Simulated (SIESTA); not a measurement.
Band structure of GaN (Fm-3m, 2 atoms in the cell).

```xyz
2
Lattice="0.0000 2.1352 2.1352 2.1352 0.0000 2.1352 2.1352 2.1352 0.0000" Properties=species:S:1:pos:R:3 pbc="T T T"
Ga     0.0000     0.0000     0.0000
N      2.1352     2.1352     2.1352
```

Method of the run: GGA PBEsol, numerical atomic orbitals DZP, PseudoDojo PBEsol standard norm-conserving potentials (rewritten from UPF to PSML) in SIESTA 5.4.2.

Settings: XC.functional = GGA; XC.authors = PBEsol; potentials = PseudoDojo PBEsol standard; PAO.BasisSize = DZP; PAO.EnergyShift = 0.01 Ry; MeshCutoff = 300 Ry; kgrid.MonkhorstPack = 9 9 9; OccupationFunction = FD; ElectronicTemperature = 580.23 K; MaxSCFIterations = 150; SCF.Mixer.Method = Broyden; SCF.Mixer.Weight = 0.1; SCF.Mixer.History = 6; SCF.DM.Tolerance = 1.0E-05.

The starting cell comes from a database of computed structures (which also holds hypothetical and non-ambient phases and stackings), without a prior relaxation at this level. Values carry the incompleteness of an atom-centred basis.

Task: Predict the gap along the standard path and the places of the band edges.

Result: The gap along the path is 0.21 eV, from a point between K and Γ to X; the smallest direct gap on it is 2.34 eV.

Levels in eV from the top of the valence band on the path, bands 6 to 10:
```json
[
 {"point": "Γ", "6": "-14.45", "7": "-0.50", "8": "-0.50", "9": "-0.50", "10": "1.84"},
 {"point": "X", "6": "-11.23", "7": "-7.08", "8": "-3.03", "9": "-3.03", "10": "0.21"},
 {"point": "W", "6": "-11.43", "7": "-5.32", "8": "-5.32", "9": "-4.72", "10": "4.92"},
 {"point": "K", "6": "-11.61", "7": "-6.13", "8": "-5.78", "9": "-2.12", "10": "2.89"},
 {"point": "L", "6": "-14.01", "7": "-8.30", "8": "-0.19", "9": "-0.19", "10": "4.55"},
 {"point": "U", "6": "-11.61", "7": "-6.13", "8": "-5.78", "9": "-2.12", "10": "2.89"}
]
```

Higher empty bands are left out: an atom-centred basis made for the valence describes them poorly.
